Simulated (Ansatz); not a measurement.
Effect of pressure −1 GPa on TiAl3

Base system: TiAl$_{3}$ (space group I4/mmm, No. 139; a = 3.8242 Å, c = 8.5606 Å).

Perturbation: a negative pressure, −1 GPa.

All numbers come from r2SCAN (Ansatz, a program for electronic structure; PAW; 500 eV plane waves; scalar-relativistic without spin-orbit coupling). k-mesh 17×17×17 (Γ-centred); smearing 0.05 eV (Fermi–Dirac).

```tsv
quantity	base	changed	shift
volume per atom	15.65 Å³	15.79 Å³	+0.14 Å³
shortest interatomic distance	2.704 Å	2.712 Å	+0.008 Å
enthalpy H = E + PV relative to the base's energy	–	-0.10 eV/atom	–
band gap	zero	zero	–
```

Load acts through the strain it causes; cell and atoms are relaxed under it. Whether these cells are dynamically stable was not tested. The final runs are not spin-polarised.
